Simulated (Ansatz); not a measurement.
Pressure series in YN

Consider YN in the rock salt structure (space group Fm-3m, No. 225; a = 4.8957 Å).

Cell and atoms are relaxed at each pressure.

Calculations: Ansatz (a quantum-chemistry and plane-wave program), r2SCAN, PAW, cutoff 500 eV, scalar-relativistic without spin-orbit coupling.

```tsv
pressure (GPa)	volume per atom (Å³/atom)
-2	14.847
-1	14.756
0	14.667
0.3	?
0.7	14.607
3	14.419
5	14.265
7.5	14.083
10	13.912
```

Question: Fit the third-order Birch–Murnaghan form P(V) = (3B₀/2)[(V₀/V)^(7/3) − (V₀/V)^(5/3)]·[1 + (3/4)(B₀′ − 4)((V₀/V)^(2/3) − 1)] (squares taken in P) to the rows shown and predict the withheld row.

Answer: Least squares on the printed values gives V₀ = 14.668 Å³/atom, B₀ = 169 GPa, B₀′ = 4.2; this predicts 14.642 Å³/atom, and the run gives 14.641 Å³/atom, in agreement.

Load acts through the strain it causes; cell and atoms are relaxed under it. Stability against distortions was not tested. No other phases were tried under pressure.
